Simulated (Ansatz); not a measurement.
For TaN (P-62m, No. 189), PBEsol in Ansatz (plane waves, PAW) gives:

- lattice constant a = 5.181 Å
- lattice parameter c = 2.895 Å

Question: What does r²SCAN-D4 in Ansatz (PAW) give for the same quantities?

Answer: 
- lattice constant a: 5.194 Å (rises by 0.3 %)
- lattice parameter c: 2.903 Å (goes up by 0.3 %)

Changes are worked out from the printed values.

Unless a cell is named, each level is at its own relaxed cell (PBEsol 11.21, r²SCAN-D4 11.30 Å³/atom).

Levels without +SOC leave out spin–orbit coupling, which shifts energies and cells of such heavy elements.

Ansatz's density-functional and Hartree–Fock values are scalar-relativistic unless marked +SOC, with PAW data made under PBE.

Ansatz is a program for electronic structure.
